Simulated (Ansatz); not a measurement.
The starting structures come from a database of crystals and need not be the phases stable at ambient conditions.

 Where the default PAW files enter, the runs use the earlier of Ansatz's two default sets.

Inside the gap of an insulator the Bloch states are evanescent, with a wavenumber k + iκ along the transport direction.

Data:

```yaml
crystal:
  lattice:
    - [4.69184, 0.00000, 0.00000]
    - [0.00000, 4.69184, 0.00000]
    - [2.34592, -2.34592, 3.31764]
  atoms:
    - { symbol: Mg, position: [0.25000, 0.25000, 0.50000] }
    - { symbol: Mg, position: [0.75000, 0.75000, 0.50000] }
    - { symbol: H, position: [0.25384, 0.74616, 0.49232] }
    - { symbol: H, position: [0.74616, 0.25384, 0.50768] }
    - { symbol: H, position: [0.74616, 0.74616, 0.00000] }
    - { symbol: H, position: [0.25384, 0.25384, 0.00000] }
    - { symbol: H, position: [0.25384, 0.74616, 0.00000] }
    - { symbol: H, position: [0.74616, 0.25384, 0.00000] }
    - { symbol: Os, position: [0.00000, 0.00000, 0.00000] }
```

Space group of this cell: Fm-3m. The cell is taken as given.

Transport runs along the normal of the first two printed cell vectors, the (001) plane of the conventional cell.

The gap is the functional's own. No spin-orbit coupling. Mid-gap values are interpolated on the energy grid.

Task: Give the band gap and the smallest decay constant κ at mid-gap that r2SCAN run with Ansatz (a quantum-chemistry and plane-wave program) yields.

Result: Gap 3.83 eV on a 10×10×10 mesh; κ = 0.418 1/Å, at (0.333, 0.000) of the in-plane reciprocal vectors. At the zone centre, at the nearest computed energy, the slowest state has κ = 0.45 1/Å.
